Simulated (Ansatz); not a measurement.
Take HfO$_{2}$ in the fluorite structure (space group Fm-3m, No. 225; a = 5.058 Å) as the base. Axes: x, y, z lie along the cube axes.

Calculations: r2SCAN, PAW, 500 eV (Ansatz, an electronic-structure program; spin-orbit coupling left out).

A first run, uniaxial strain ε_yy = +0.79 %, gives secant values C11 ≈ 590 GPa and C12 ≈ 100 GPa from its stress. A second run applies isotropic strain −1.78 %.

**Question.** What does linear elasticity predict for the bulk modulus −ΔP/(ΔV/V₀) in the second run, and what does the run give?

**Answer.** Linear elasticity: (C11 + 2 C12)/3 = 260 GPa. The run gives 310 GPa; any difference comes from nonlinear terms at these strains and numerical noise.

Whether these cells are dynamically stable was not tested. This is not the structure that HfO2 has at room temperature and ambient pressure.
